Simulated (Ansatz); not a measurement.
**Response to strain in LiF**

Take LiF in the rock salt structure (space group Fm-3m, No. 225; a = 3.990 Å) as the base. Axes: x, y, z lie along the cube axes.

Strains are applied to the cell and any free atomic positions relax; under biaxial strain the out-of-plane vector relaxes too.

Method: r2SCAN (Ansatz, a program for electronic structure; PAW; 500 eV plane waves; spin-orbit coupling left out).

```json
[
 {"biaxial strain, plane normal [001], relaxed out of plane (%)": "0", "band gap (eV)": "10.33"},
 {"biaxial strain, plane normal [001], relaxed out of plane (%)": "0.4", "band gap (eV)": "?"},
 {"biaxial strain, plane normal [001], relaxed out of plane (%)": "1.23", "band gap (eV)": "10.15"},
 {"biaxial strain, plane normal [001], relaxed out of plane (%)": "2.21", "band gap (eV)": "10.01"}
]
```

Fit E_g = E₀ + Dε (ε in %) to the rows shown and predict the withheld row.

Least squares on the printed values gives E₀ = 10.33 eV, D = -145 meV per % of strain (largest residual 0.00 eV); this predicts 10.27 eV, and the run gives 10.27 eV, in agreement.

Whether these cells are dynamically stable was not tested.
